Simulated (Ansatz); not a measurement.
# Several settings converged on HfZrCN (R3m, 4 atoms in the cell)

```
CELL_PARAMETERS angstrom
      1.64252     0.94831     5.37771
     -1.64252     0.94831     5.37771
      0.00000    -1.89662     5.37771
ATOMIC_POSITIONS crystal
  Zr 0.50441 0.50441 0.50441
  Hf 0.99905 0.99905 0.99905
  C  0.25206 0.25206 0.25206
  N  0.74760 0.74760 0.74760
```

Base method: PBEsol, default PAW files made with PBE (plane waves; Ansatz, an electronic-structure program).

Base settings: basis.ecutwfc = 420 eV; kpoints.mp_grid.grid = 12 12 12; hamiltonian.xc = pbesol; hamiltonian.pseudopotentials = {kind: paw} (the program's default PAW files); scf.occupations.method = fermi_dirac; scf.occupations.width = 0.1 eV.

The count of work is k-points × plane waves × bands × iterations; it is no time. Core times come from one kind of shared machine, to one figure; runs under 30 s give none.

**The k-point mesh at a smearing width of 0.02 eV**

In this ladder: scf.occupations.width = 0.02 eV.

Only quantities that move along the ladder and can be compared are tabulated.

| kpoints.mp_grid.grid | free energy less the last step's (meV/atom) | pressure (GPa) | largest difference of a force vector from the last step's (eV/Å) | count of work / last |
|---|---|---|---|---|
| 4 4 4 | -6.04 | -9.09 | 0.294 | 0.0084 |
| 5 5 5 | 4.94 | -9.03 | 0.132 | 0.016 |
| 6 6 6 | 0.44 | -8.97 | 0.021 | 0.021 |
| 7 7 7 | -1.44 | -9.08 | 0.011 | 0.029 |
| 9 9 9 | 2.15 | -8.97 | 0.019 | 0.055 |
| 11 11 11 | 0.30 | -8.96 | 0.026 | 0.13 |
| 13 13 13 | 0.46 | -8.98 | 0.008 | 0.20 |
| 19 19 19 | -0.09 | -8.99 | 0.007 | 0.58 |
| 23 23 23 | 0.00 | -8.99 | 0.000 | 1.0 |

Coarsest kpoints.mp_grid.grid that holds the pressure within 0.05 GPa of the last step, with all finer ones: 9 9 9, at 0.055 of the last step's count of work; the step before is off by 0.09 GPa.

Coarsest kpoints.mp_grid.grid that holds the forces within 0.01 eV/Å: not settled: the last two steps still differ by 0.007 eV/Å, over half the tolerance, so the ladder does not show it.

Coarsest kpoints.mp_grid.grid that holds the free energy within 1 meV/atom of the last step, with all finer ones: 11 11 11, at 0.13 of the last step's count of work; the step before is off by 2.2 meV/atom.

**The width of Fermi-Dirac smearing**

In this ladder: kpoints.mp_grid.grid = 20 20 20.

Narrow widths need finer meshes than wide ones, so the last steps can hold mesh noise.

Only quantities that move along the ladder and can be compared are tabulated; pressure and forces are left out, as mesh noise rules them at narrow widths.

| scf.occupations.width | free energy less the last step's (meV/atom) | energy extrapolated to zero width less the last step's (meV/atom) | core time / last (rough) |
|---|---|---|---|
| 1 eV | -482.24 | 104.75 | 1 |
| 0.5 eV | -99.16 | 3.85 | 1 |
| 0.3 eV | -35.02 | -0.64 | 1 |
| 0.2 eV | -15.22 | -0.19 | 1 |
| 0.1 eV | -3.05 | 0.04 | 1.0 |
| 0.05 eV | 0.00 | 0.00 | 1 |

Widest scf.occupations.width that holds the energy extrapolated to zero width within 1 meV/atom of the last step, with all finer ones: 0.3 eV; the step before is off by 3.8 meV/atom.

Widest scf.occupations.width that holds the free energy within 5 meV/atom: not settled: the last two steps still differ by 3.1 meV/atom, over half the tolerance, so the ladder does not show it.

The extrapolation to zero width removes most of the smearing's effect on the energy.

**The mesh under tetrahedron occupations**

In this ladder: scf.occupations.method = tetrahedron; scf.occupations.width = default.

Only quantities that move along the ladder and can be compared are tabulated.

| kpoints.mp_grid.grid | free energy less the last step's (meV/atom) | pressure (GPa) | largest difference of a force vector from the last step's (eV/Å) | count of work / last | core time / last (rough) |
|---|---|---|---|---|---|
| 5 5 5 | -9.32 | -9.09 | 0.068 | 0.011 | – |
| 6 6 6 | -4.09 | -9.07 | 0.054 | 0.017 | – |
| 8 8 8 | -1.12 | -9.01 | 0.037 | 0.035 | – |
| 9 9 9 | -0.06 | -8.99 | 0.031 | 0.046 | – |
| 11 11 11 | 0.01 | -8.99 | 0.019 | 0.080 | – |
| 14 14 14 | -0.05 | -8.99 | 0.009 | 0.16 | 0.2 |
| 18 18 18 | -0.06 | -8.99 | 0.002 | 0.32 | 0.3 |
| 27 27 27 | 0.00 | -8.99 | 0.000 | 1.0 | 1 |

Coarsest kpoints.mp_grid.grid that holds the free energy within 1 meV/atom of the last step, with all finer ones: 9 9 9, at 0.046 of the last step's count of work; the step before is off by 1.1 meV/atom.

Coarsest kpoints.mp_grid.grid that holds the pressure within 0.05 GPa of the last step, with all finer ones: 8 8 8, at 0.035 of the last step's count of work; the step before is off by 0.07 GPa.

Coarsest kpoints.mp_grid.grid that holds the forces within 0.005 eV/Å of the last step, with all finer ones: 18 18 18, at 0.32 of the last step's count of work and about 0.3 of the last step's time; the step before is off by 0.009 eV/Å.

On the base run: the starting cell comes from a database of computed structures (which also holds hypothetical and non-ambient phases and stackings), without a prior relaxation at this level. Its lattice was rescaled by up to half a per cent. One atom was moved a little off its site on purpose. In the base run, with a pressure of about -9 GPa the cell is away from its equilibrium volume at this level. Ansatz's pressure includes its estimate of the finite-basis (Pulay) stress.

Left out of this page: 2 runs of the series outside the window shown, repeating another row's setting, or not comparable.

Keys are those of Ansatz 0.2.
